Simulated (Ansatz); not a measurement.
```
CELL_PARAMETERS angstrom
      3.67816     0.00000     0.00000
      0.00000     5.20171     0.00000
      1.83908     2.60086     1.93928
ATOMIC_POSITIONS crystal
  S  0.50000 0.74449 0.00000
  Zn 0.00000 0.00551 0.00000
```

No spin polarisation.

Calculations: PBEsol, PAW, 420 eV (Ansatz, a program for electronic structure; no spin-orbit coupling). Γ-centred 11×11×11 mesh, Fermi–Dirac width 0.05 eV.

Problem. Estimate the band gap.

Solution. 2.07 eV.

Problem. Predict the valence-band top at Γ (three highest levels, from the VBM).

Solution. 0.00, -0.08, -0.30 eV.

The cells carry an imposed strain or load. Whether these cells are dynamically stable was not tested. The cell was made from ZnS in the zinc blende structure (space group F-43m, No. 216) by this change: biaxial strain −2.89 %, plane normal [110], relaxed out of plane.
